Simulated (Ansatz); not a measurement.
Consider EuO in the rock salt structure (space group Fm-3m, No. 225; a = 5.0616 Å; ferromagnetic).

Method: PBE (Ansatz, a quantum-chemistry and plane-wave program, PAW, scalar-relativistic without spin-orbit coupling).

One change was made to it. Results:

The magnetic state remains ferromagnetic; the density grows by 0.254 g/cm³ (8.60 g/cm³ → 8.86 g/cm³); the shortest interatomic distance falls by 2.44 pm, from 253.1 pm to 250.6 pm.

### Question
Which change produced these results?
(A) pressure −2 GPa
(B) pressure 3 GPa
(C) pressure 10 GPa
(D) pressure 0.7 GPa
(E) pressure −1 GPa

### Answer
B, pressure 3 GPa. For comparison, the density in the other runs: pressure 0.7 GPa gives 8.66 g/cm³; pressure −1 GPa gives 8.51 g/cm³; pressure 10 GPa gives 9.37 g/cm³; pressure −2 GPa gives 8.42 g/cm³.

Other magnetic orders, which the real material may have, were not ruled out. The state of the 4f shell was not checked for lower solutions. Load acts through the strain it causes; cell and atoms are relaxed under it. No phonon test of stability was made. Competing high-pressure phases were not computed. No Hubbard U is applied, and correlation can decide whether such a compound is a metal.
